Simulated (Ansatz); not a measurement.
# Response to strain and stress in Ni

The reference is Ni in the fcc (Cu type) structure (space group Fm-3m, No. 225; ferromagnetic; relaxed with 0.1 eV smearing).

```
CELL_PARAMETERS angstrom
      0.00000     1.73942     1.73942
      1.73942     0.00000     1.73942
      1.73942     1.73942     0.00000
ATOMIC_POSITIONS crystal
  Ni 0.00000 0.00000 0.00000
```

Cartesian axes are those of the cell as printed.

Strains are applied to the cell and any free atomic positions relax; under biaxial strain the out-of-plane vector relaxes too; under stress the whole cell relaxes.

Computed with Ansatz (a quantum-chemistry and plane-wave program) r2SCAN, without spin-orbit coupling.

Candidates:
(a) uniaxial stress, 1 GPa compression along x
(b) uniaxial strain ε_zz = −2.10 %
(c) tensor shear ε_yz = +0.80 %
(d) biaxial strain +2.25 %, plane normal [001], relaxed out of plane

Notes on the quantities. energy relative to the base: free energy F.

### Question
Order them by energy relative to the base, lowest first.

### Answer
(a) uniaxial stress, 1 GPa compression along x (+0.2 meV/atom), (c) tensor shear ε_yz = +0.80 % (+1.2 meV/atom), (b) uniaxial strain ε_zz = −2.10 % (+4.6 meV/atom), (d) biaxial strain +2.25 %, plane normal [001], relaxed out of plane (+8.6 meV/atom)

The magnetic state is the one reached from the starting moments; the real material's order can differ, and small cells can't hold many antiferromagnetic ones. Stability under load was not tested beyond the relaxation.
